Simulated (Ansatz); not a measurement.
**Thickness series in WS2**

Take WS2 in the 2H-MoS2 type structure (space group P6_3/mmc, No. 194; layered, stacked along the Cartesian z axis) as the base.

```
WS2
1.0
    3.11481     0.00000     0.00000
   -1.55740     2.69750     0.00000
    0.00000     0.00000    11.77307
W S
2 4
Direct
  0.33333   0.66667   0.25000
  0.66667   0.33333   0.75000
  0.33333   0.66667   0.61646
  0.66667   0.33333   0.11646
  0.66667   0.33333   0.38354
  0.33333   0.66667   0.88354
```

Free-standing slabs (3 atom(s) a layer) normal to the stacking axis with 15 Å of vacuum; in-plane cell relaxed.

Calculations: PBEsol-D3(BJ), PAW, 420 eV (Ansatz, a program for electronic structure; spin-orbit coupling left out).

| number of layers | band gap (eV) |
|---|---|
| 1 | 1.99 |
| 2 | 1.19 |
| 3 | ? |
| 4 | 0.83 |

Task: Fit E_g(N) = E_bulk + A N^(−s) with E_bulk = 0.65 eV, fitted as a line in log–log form to the rows shown and predict the withheld row.

Result: Least squares on the printed values gives A = 1.38 eV, s = 1.45 (largest residual 0.04 eV); this predicts 0.93 eV, and the run gives 0.93 eV, in agreement.

With W present, leaving out spin-orbit coupling can change the band edges. Whether these cells are dynamically stable was not tested.
